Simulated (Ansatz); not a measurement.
The parent structure is PtGe (space group Pnma, No. 62; a = 5.819 Å, b = 3.757 Å, c = 6.175 Å). Axes: x, y, z lie along a, b, c of the conventional cell.

(Cell as relaxed with PBE.)

Levels (all Ansatz, an electronic-structure program, PAW): PBE (420 eV, no spin-orbit coupling); r2SCAN (500 eV, no SOC).

Each level relaxes its own structure.

```
base                  PBE    r2SCAN
---------------  --------  --------
volume per atom  16.87 Å³  16.42 Å³
band gap             zero      zero
```

Perturbation: compressive biaxial strain of 4.77 % in the plane normal to [001], as in epitaxy on a mismatched substrate; the out-of-plane cell vector and the atoms relax.

```csv
quantity,PBE,r2SCAN
"pressure (mean of the normal stresses, compression positive)",7.0 GPa,(withheld)
shortest interatomic distance,2.483 Å,(withheld)
band gap,zero,(withheld)
```

**Question.** What does r2SCAN give?

**Answer.** 
- pressure (mean of the normal stresses, compression positive), r2SCAN: 8.1 GPa
- shortest interatomic distance, r2SCAN: 2.458 Å
- band gap, r2SCAN: zero

PBE's pressure lies 1.1 GPa below r2SCAN's; PBE's shortest interatomic distance lies 0.0241 Å above r2SCAN's (1.0 %); the two agree on the band gap. Neither level is exact; r2SCAN is the comparison here, not a measurement.

Without a gap, meshes like the base's 8×12×8 leave anisotropic stresses uncertain by several tenths of a GPa, and small strain energies with them. Whether these cells are dynamically stable was not tested. All final runs are without spin polarisation.
